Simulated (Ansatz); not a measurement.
## Ti: response to strain

The reference is Ti in the hcp (Mg type) structure (space group P6_3/mmc, No. 194; a = 2.936 Å, c = 4.640 Å; relaxed with 0.1 eV smearing). Axes: x lies along a and z along c of the hexagonal cell.

Strains are applied to the cell and any free atomic positions relax.

Level of theory: Ansatz (an electronic-structure program) r2SCAN, no SOC.

Notes on the quantities. energy relative to the base: free energy F; pressure: mean of the normal stresses, compression positive.

```
change                          energy relative to the base  pressure  shortest interatomic distance
------------------------------  ---------------------------  --------  -----------------------------
base                                             0 meV/atom   0.0 GPa                        2.874 Å
uniaxial strain ε_xx = +0.50 %                +0.2 meV/atom  -0.6 GPa                        2.874 Å
uniaxial strain ε_xx = +1.00 %                +0.9 meV/atom  -1.1 GPa                        2.875 Å
uniaxial strain ε_xx = +1.50 %                +2.1 meV/atom  -1.7 GPa                        2.876 Å
uniaxial strain ε_xx = +2.00 %                +3.7 meV/atom  -2.2 GPa                        2.878 Å
uniaxial strain ε_xx = +2.50 %                +5.7 meV/atom  -2.8 GPa                        2.879 Å
uniaxial strain ε_xx = +3.00 %                +8.1 meV/atom  -3.3 GPa                        2.880 Å
```

No phonon test of stability was made. All final runs are without spin polarisation.
